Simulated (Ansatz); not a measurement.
Data:

```
CuI
1.0
    0.00000     2.75948     2.75948
    2.75948     0.00000     2.75948
    2.75948     2.75948     0.00000
Cu I
1 1
Direct
  0.00000   0.00000   0.00000
  0.25000   0.25000   0.25000
```

No spin polarisation.

Calculations: r2SCAN (Ansatz, an electronic-structure program), without spin-orbit coupling. k-mesh 10×10×10 (Γ-centred); smearing 0.05 eV (Fermi–Dirac).

Predict the gap character and hole mass.


* **Gap character**: indirect, Γ → X
* **Hole mass (degenerate bands, along [100])**: 0.26, 0.41, 0.41 mₑ (at Γ)

With I present, leaving out spin-orbit coupling can change the band edges. Load acts through the strain it causes; cell and atoms are relaxed under it. Effective masses come from finite differences of ±0.01 Å⁻¹. Whether these cells are dynamically stable was not tested. Tetrahedral semiconductors of this kind turn to denser phases somewhere between about 1 and 50 GPa; those were not computed, so compressed cells here can lie past the real transition. All final runs are without spin polarisation. The cell was made from CuI in the zinc blende structure (space group F-43m, No. 216) by this change: pressure 22.5 GPa.
